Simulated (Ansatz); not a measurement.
CsCl-type CoAl

These are r²SCAN (PAW; Ansatz, a first-principles code) values and carry that method's errors.

Numerical settings: plane-wave cutoff 600 eV, 16×16×16 k mesh, Fermi–Dirac smearing 0.1 eV, finite displacements, no spin polarisation, scalar-relativistic PAW data made under PBE.

Cell: relaxed at this level.

For CsCl-type CoAl, the zone-centre TO phonon frequency is 348 cm⁻¹.

Computing time: about 16 core-minutes (a rough figure).
